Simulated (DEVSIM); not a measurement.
System: Pd/La2O3/p-InP capacitor, at 250 K.

| layer (left to right) | material | thickness (nm) | Na (cm⁻³) |
|---|---|---|---|
| 1 | La2O3 | 3.10 | - |
| 2 | InP | 19000 | 1.1e15 |

Metal gate on the left, work function 5.2 eV. Fixed charge at the semiconductor interface 8e11 cm⁻² (in units of +e); interface traps 6.3e11 cm⁻² eV⁻¹, uniform in energy, neutral level at 0.5 of the gap above the valence band.

Constants are typed, rounded textbook-type inputs, not results; the design itself was drawn at random and stands for no fabricated device. Values at 300 K; Nc and Nv go as T^1.5, mobilities as T to minus their exponent, the gap by Varshni's rule with the affinity fixed.

```tsv
parameter	La2O3	InP
gap (eV)	5.8	1.344
affinity (eV)	1.8	4.38
permittivity	27	12.5
Nc (cm⁻³)	-	5.7e17
Nv (cm⁻³)	-	1.1e19
Varshni α (eV/K)	-	0.000363
Varshni β (K)	-	162
```

Model (solved in DEVSIM): 1D Poisson equation in equilibrium, Boltzmann statistics, complete ionisation; no quantum confinement or tunnelling. Metal contacts follow the ideal Schottky-Mott rule: no Fermi-level pinning, no interface dipoles.

Problem. Tabulate band edges, carrier densities and field at 0.3 V on the gate.

Solution. Energies count from the Fermi level of the right contact; mesh points crowd at the junctions.

```csv
x (μm),Ec (eV),Ev (eV),n (cm⁻³),p (cm⁻³),field (V/cm)
0.000,3.100,-2.700,< 1e2,< 1e2,-40000
0.001148,3.095,-2.705,< 1e2,< 1e2,-40000
0.002421,3.090,-2.710,< 1e2,< 1e2,-40000
0.003568,0.508,-0.851,2.5e7,< 1e2,14000
0.007273,0.514,-0.846,1.9e7,< 1e2,14000
0.01481,0.524,-0.835,1.2e7,120,14000
0.03302,0.550,-0.810,3600000,390,14000
0.1037,0.643,-0.717,47000,30000,13000
0.2477,0.809,-0.551,< 1e2,6.5e7,10000
0.5952,1.073,-0.287,< 1e2,1.4e13,4800
1.434,1.167,-0.193,< 1e2,1.1e15,13
4.693,1.167,-0.193,< 1e2,1.1e15,≈ 0
10.98,1.167,-0.193,< 1e2,1.1e15,≈ 0
15.68,1.167,-0.193,< 1e2,1.1e15,≈ 0
17.99,1.167,-0.193,< 1e2,1.1e15,≈ 0
18.58,1.167,-0.193,< 1e2,1.1e15,≈ 0
18.83,1.167,-0.193,< 1e2,1.1e15,≈ 0
18.93,1.167,-0.193,< 1e2,1.1e15,≈ 0
18.98,1.167,-0.193,< 1e2,1.1e15,≈ 0
19.00,1.167,-0.193,< 1e2,1.1e15,≈ 0
19.00,1.167,-0.193,< 1e2,1.1e15,≈ 0
19.00,1.167,-0.193,< 1e2,1.1e15,≈ 0
```
